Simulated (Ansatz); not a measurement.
Take BaF2 in the fluorite structure (space group Fm-3m, No. 225; a = 6.246 Å) as the base.

All numbers come from DFT with PBE, PAW potentials and a 420 eV plane-wave cutoff in Ansatz (an electronic-structure program), without spin-orbit coupling.

One change was made to it. Results:

The lattice parameter a decreases by 0.691 bohr to 11.113 bohr; the valley order (the lowest conduction-band minima on the path, energy above the VBM, named in the base's zone) becomes Γ 7.51 eV; X along ⟨100⟩ 7.54 eV (base: Γ 6.73 eV; X along ⟨100⟩ 7.27 eV); the smallest direct gap rises by 0.92 eV (6.81 eV → 7.73 eV).

Q: Which of these changes matches the shifts?
A) pressure 15 GPa
B) pressure −2 GPa
C) pressure 30 GPa
D) pressure 7 GPa

A: A, pressure 15 GPa. For comparison, the valley order in the other runs: pressure −2 GPa gives Γ 6.55 eV; X along ⟨100⟩ 7.18 eV; pressure 30 GPa gives X along ⟨100⟩ 7.59 eV; Γ 7.92 eV; pressure 7 GPa gives Γ 7.18 eV; X along ⟨100⟩ 7.44 eV.

Load acts through the strain it causes; cell and atoms are relaxed under it. No phonon test of stability was made. No other phases were tried under pressure.
